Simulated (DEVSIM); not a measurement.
Structure: abrupt Si n-p junction, at 300 K.

```csv
layer (left to right),material,thickness (μm),Nd (cm⁻³),Na (cm⁻³),τn (s),τp (s)
1,Si,14.0,6.7e16,-,0.00092,0.00092
2,Si,240,-,4.9e16,0.00092,0.00092
```

Left contact: ohmic. Right contact: ohmic. Voltage is applied to the left contact. Recombination: SRH at mid-gap, Auger. Mobility is μmin + (μ − μmin)/(1 + (N/Nref)^α).

The device is made up for the run: typed textbook-type constants, with dimensions and the other settings drawn at random. Values at 300 K.

| parameter | Si |
|---|---|
| gap (eV) | 1.124 |
| affinity (eV) | 4.05 |
| permittivity | 11.7 |
| Nc (cm⁻³) | 2.86e19 |
| Nv (cm⁻³) | 3.1e19 |
| μn (cm²/Vs) | 1417 |
| μp (cm²/Vs) | 470 |
| μn,min | 52 |
| μp,min | 45 |
| Nref,n | 9.7e16 |
| Nref,p | 2.2e17 |
| αn | 0.68 |
| αp | 0.72 |
| Cn (cm⁶/s) | 2.8e-31 |
| Cp (cm⁶/s) | 9.9e-32 |

Simulated with DEVSIM: 1D drift-diffusion, Boltzmann statistics, complete ionisation; no tunnelling, impact ionisation, image-force lowering or self-heating.

Question: Tabulate band edges, carrier densities and field at -0.9 V on the left contact.

Answer: Energies count from the Fermi level of the right contact; mesh points crowd at the junctions.

| x (μm) | Ec (eV) | Ev (eV) | n (cm⁻³) | p (cm⁻³) | field (V/cm) |
|---|---|---|---|---|---|
| 0.000 | 1.057 | -0.067 | 6.7e16 | 1700 | ≈ 0 |
| 0.05753 | 1.056 | -0.067 | 6.7e16 | 7.4e13 | ≈ 0 |
| 0.2639 | 1.056 | -0.068 | 6.7e16 | 3.4e14 | ≈ 0 |
| 0.9519 | 1.056 | -0.068 | 6.8e16 | 1.2e15 | ≈ 0 |
| 5.149 | 1.054 | -0.070 | 7.3e16 | 6.3e15 | ≈ 0 |
| 11.15 | 1.050 | -0.074 | 8.0e16 | 1.3e16 | ≈ 0 |
| 13.18 | 1.050 | -0.074 | 8.2e16 | 1.5e16 | ≈ 0 |
| 13.86 | 1.049 | -0.075 | 8.3e16 | 1.6e16 | ≈ 0 |
| 13.98 | 1.053 | -0.071 | 7.3e16 | 1.8e16 | 2600 |
| 14.02 | 1.081 | -0.043 | 2.4e16 | 5.4e16 | 4200 |
| 14.12 | 1.087 | -0.037 | 1.9e16 | 6.8e16 | ≈ 0 |
| 14.72 | 1.087 | -0.037 | 1.9e16 | 6.8e16 | ≈ 0 |
| 16.60 | 1.086 | -0.038 | 1.9e16 | 6.8e16 | ≈ 0 |
| 22.90 | 1.083 | -0.041 | 1.9e16 | 6.8e16 | ≈ 0 |
| 59.63 | 1.065 | -0.059 | 1.8e16 | 6.7e16 | ≈ 0 |
| 163.8 | 1.013 | -0.111 | 1.4e16 | 6.3e16 | ≈ 0 |
| 227.5 | 0.977 | -0.147 | 6.8e15 | 5.6e16 | ≈ 0 |
| 246.2 | 0.963 | -0.161 | 2.5e15 | 5.1e16 | ≈ 0 |
| 252.6 | 0.958 | -0.166 | 5.1e14 | 5.0e16 | ≈ 0 |
| 253.6 | 0.958 | -0.166 | 1.5e14 | 4.9e16 | ≈ 0 |
| 253.9 | 0.957 | -0.167 | 3.5e13 | 4.9e16 | ≈ 0 |
| 254.0 | 0.957 | -0.167 | 2400 | 4.9e16 | ≈ 0 |
